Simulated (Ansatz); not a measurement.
The reference is BP in the zinc blende structure (space group F-43m, No. 216).

```
BP
1.0
    0.00000     2.24526     2.24526
    2.24526     0.00000     2.24526
    2.24526     2.24526     0.00000
B P
1 1
Direct
  0.00000   0.00000   0.00000
  0.25000   0.25000   0.25000
```

Computed with Kohn–Sham DFT with the LDA functional, run in Ansatz (an electronic-structure program) with PAW and 420 eV plane waves, no spin-orbit coupling.

Before the change:

```
Property                                 Result
-------------------  --------------------------
Smallest direct gap                     3.43 eV
Hole mass            0.25, 0.25, 0.36 mₑ (at Γ)
```

One thing is altered: an isotropic linear strain of −2.00 %; the atoms relax in the strained cell.

Q: How does this affect the smallest direct gap?

A: The smallest direct gap grows by 0.11 eV to 3.54 eV.

Q: Predict the new hole mass.

A: The hole mass (degenerate bands, along [100]) becomes 0.25, 0.25, 0.40 mₑ (at Γ) (base: 0.25, 0.25, 0.36 mₑ (at Γ)).

Effective masses come from finite differences of ±0.01 Å⁻¹. Semilocal Kohn–Sham gaps tend to fall short of experiment. Stability against distortions was not tested.
